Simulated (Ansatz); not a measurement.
Si: biaxial strain +0.35 %, plane normal [110], relaxed out of plane

Start from Si in the diamond structure (space group Fd-3m, No. 227; a = 5.4338 Å). Axes: x, y, z lie along the cube axes.

One thing is altered: tensile biaxial strain of 0.35 % in the plane normal to [110], as in epitaxy on a mismatched substrate; the out-of-plane cell vector and the atoms relax.

Method: PBEsol, PAW, 420 eV (Ansatz, a program for electronic structure; no spin-orbit coupling). Settings: 11×11×11 k-points, 0.05 eV Fermi–Dirac smearing.

The volume per atom rises by 0.105 Å³ to 20.16 Å³ and the shortest interatomic distance grows by 0.004 bohr (4.446 bohr → 4.450 bohr). The energy increases by 0.3 meV/atom and the pressure (mean of the normal stresses, compression positive) falls by 4.8 kbar, from -0.1 kbar to -4.9 kbar. The band gap drops by 0.022 eV to 0.44 eV and the gap character amounts to indirect, Γ → Γ–T (80 % along). The smallest direct gap shrinks by 0.07 eV, from 2.52 eV to 2.45 eV and the electron mass becomes 0.98 mₑ along k, 0.19 mₑ across (off the special points) (base: 0.93 mₑ along k, 0.19 mₑ across (off the special points)). The valence-band top at Γ (three highest levels, from the VBM) goes from 0.00, 0.00, 0.00 eV to 0.00, -0.04, -0.05 eV and the out-of-plane strain comes out as -0.18 %. The mean in-plane stress (compression positive) amounts to -0.7 GPa.

Final structure (turned so that z lies along the plane normal):

```
CELL_PARAMETERS angstrom
      0.00000     0.00000    -3.83545
     -1.92785     2.72639    -1.91773
      1.92785     2.72639    -1.91773
ATOMIC_POSITIONS crystal
  Si 0.50035 0.49965 0.49965
  Si 0.74965 0.75035 0.75035
```

A biaxial case was relaxed in a doubled cell and then solved in the primitive one. Effective masses come from finite differences of ±0.01 Å⁻¹. Along k means along the line from Γ to the band edge. Stability against distortions was not tested. k-point labels follow each cell's own Brillouin zone.
